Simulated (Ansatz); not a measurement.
**La, response to strain**

The reference is La (space group P6_3/mmc, No. 194; a = 3.784 Å, c = 12.068 Å; relaxed with 0.1 eV smearing). Axes: x lies along a and z along c of the hexagonal cell.

Strains are applied to the cell and any free atomic positions relax; under biaxial strain the out-of-plane vector relaxes too.

The values are results of Kohn–Sham DFT with the r2SCAN functional, run in Ansatz (a quantum-chemistry and plane-wave program) with PAW and 500 eV plane waves, no spin-orbit coupling, not measurements.

Notes on the quantities. pressure: mean of the normal stresses, compression positive.

```json
[
 {"variant": "base", "pressure": "0.0 GPa", "shortest interatomic distance": "372.5 pm"},
 {"variant": "biaxial strain −0.78 %, plane normal [001], relaxed out of plane", "pressure": "0.3 GPa", "shortest interatomic distance": "372.2 pm"},
 {"variant": "isotropic strain +0.81 %", "pressure": "-0.5 GPa", "shortest interatomic distance": "375.5 pm"},
 {"variant": "isotropic strain +1.16 %", "pressure": "-0.8 GPa", "shortest interatomic distance": "376.8 pm"}
]
```

Whether these cells are dynamically stable was not tested.
